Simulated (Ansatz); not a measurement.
## How far to go with zone-centre phonons against the mesh: Hg (I4_1/amd, 2 atoms in the cell)

```
CELL_PARAMETERS angstrom
     -2.91511     2.91511     1.56469
      2.91511    -2.91511     1.56469
      2.91511     2.91511    -1.56469
ATOMIC_POSITIONS crystal
  Hg 0.75000 0.25000 0.50000
  Hg 0.00000 0.00000 0.00000
```

Level of theory: LDA (PW92), default PAW files made with PBE (plane waves; Ansatz, a first-principles code).

Base settings: basis.ecutwfc = 30.9 Ry; kpoints.mp_grid.grid = 12 12 12; hamiltonian.xc = lda; hamiltonian.pseudopotentials = {kind: paw} (the program's default PAW files); scf.occupations.method = gaussian; scf.occupations.width = 0.0073 Ry.

In this ladder: phonons.method = dfpt.

Frequencies are those of the unrelaxed cell, without the LO-TO term of polar crystals.

Only quantities that move along the ladder and can be compared are tabulated.

Core times come from one kind of shared machine, to one figure; runs under 30 s give none.

The starting cell comes from a database of computed structures (which also holds hypothetical and non-ambient phases and stackings), without a prior relaxation at this level. Its lattice was rescaled by up to half a per cent. In the base run, with a pressure of about -4 GPa the cell is away from its equilibrium volume at this level.

Steps (kpoints.mp_grid.grid): 3 3 3; 4 4 4; 5 5 5; 6 6 6; 7 7 7; 9 9 9; 11 11 11; 14 14 14; 17 17 17; 22 22 22.

**Question.** What is the coarsest kpoints.mp_grid.grid that holds the highest zone-centre frequency within 1 cm⁻¹ of the last step, with all finer ones?

**Answer.** 11 11 11, at about 0.09 of the last step's time; the step before is off by 1.1 cm⁻¹.

| kpoints.mp_grid.grid | highest zone-centre frequency (cm⁻¹) | core time / last (rough) |
|---|---|---|
| 3 3 3 | 68.4 | – |
| 4 4 4 | 53.4 | – |
| 5 5 5 | 78.4 | – |
| 6 6 6 | 49.1 | – |
| 7 7 7 | 65.3 | – |
| 9 9 9 | 72.2 | 0.06 |
| 11 11 11 | 71.3 | 0.09 |
| 14 14 14 | 71.1 | 0.2 |
| 17 17 17 | 70.8 | 0.5 |
| 22 22 22 | 71.1 | 1 |

Left out of this page: 1 run of the series stopped by limits of time or memory.

Keys are those of Ansatz 0.2.
